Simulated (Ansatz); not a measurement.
**Pressure series in Rh**

Base system: Rh in the fcc (Cu type) structure (space group Fm-3m, No. 225; a = 3.7800 Å).

Cell and atoms are relaxed at each pressure.

The values are results of Ansatz (an electronic-structure program) PBEsol, no spin-orbit coupling, not measurements.

Notes on the quantities. enthalpy: H = E + PV relative to the base's energy.

```json
[
 {"change": "base", "shortest interatomic distance": "267.3 pm", "density": "12.66 g/cm³", "enthalpy": "–"},
 {"change": "pressure −2 GPa", "shortest interatomic distance": "267.9 pm", "density": "12.57 g/cm³", "enthalpy": "-0.17 eV/atom"},
 {"change": "pressure −1 GPa", "shortest interatomic distance": "267.6 pm", "density": "12.61 g/cm³", "enthalpy": "-0.08 eV/atom"},
 {"change": "pressure 0.9 GPa", "shortest interatomic distance": "267.0 pm", "density": "12.69 g/cm³", "enthalpy": "+0.08 eV/atom"},
 {"change": "pressure 2.1 GPa", "shortest interatomic distance": "266.7 pm", "density": "12.74 g/cm³", "enthalpy": "+0.18 eV/atom"},
 {"change": "pressure 4.5 GPa", "shortest interatomic distance": "266.0 pm", "density": "12.84 g/cm³", "enthalpy": "+0.38 eV/atom"},
 {"change": "pressure 9 GPa", "shortest interatomic distance": "264.8 pm", "density": "13.02 g/cm³", "enthalpy": "+0.75 eV/atom"},
 {"change": "pressure 15 GPa", "shortest interatomic distance": "263.3 pm", "density": "13.24 g/cm³", "enthalpy": "+1.23 eV/atom"},
 {"change": "pressure 22.5 GPa", "shortest interatomic distance": "261.6 pm", "density": "13.50 g/cm³", "enthalpy": "+1.83 eV/atom"},
 {"change": "pressure 30 GPa", "shortest interatomic distance": "260.0 pm", "density": "13.74 g/cm³", "enthalpy": "+2.42 eV/atom"}
]
```

Load acts through the strain it causes; cell and atoms are relaxed under it. Stability against distortions was not tested. Competing high-pressure phases were not computed. All final runs are without spin polarisation.
